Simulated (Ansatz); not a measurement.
The parent structure is MgS in the rock salt structure (space group Fm-3m, No. 225; a = 5.182 Å). Axes: x, y, z lie along the cube axes.

Calculations: Ansatz (a first-principles code) PBEsol, scalar-relativistic without spin-orbit coupling.

For the base:

```
Property                             Value
---------------------  -------------------
Smallest direct gap                3.69 eV
Valence-band top at Γ  0.00, 0.00, 0.00 eV
```

Perturbation: a pure shear with ε_xy = ε_yx = 0.0143, atoms relaxed at fixed cell.

Question: Predict the new smallest direct gap, valence-band top at Γ, energy relative to the base and stress.

Answer: The smallest direct gap decreases by 0.15 eV (3.69 eV → 3.54 eV); the valence-band top at Γ (three highest levels, from the VBM) goes from 0.00, 0.00, 0.00 eV to 0.00, -0.14, -0.26 eV; the energy rises by 2.4 meV/atom; the stress (xx, yy, zz, yz, xz, xy; compression positive) comes out as (0.04, 0.04, -0.03, 0.00, 0.00, -1.55) GPa.

The cells carry an imposed strain or load. Whether these cells are dynamically stable was not tested.
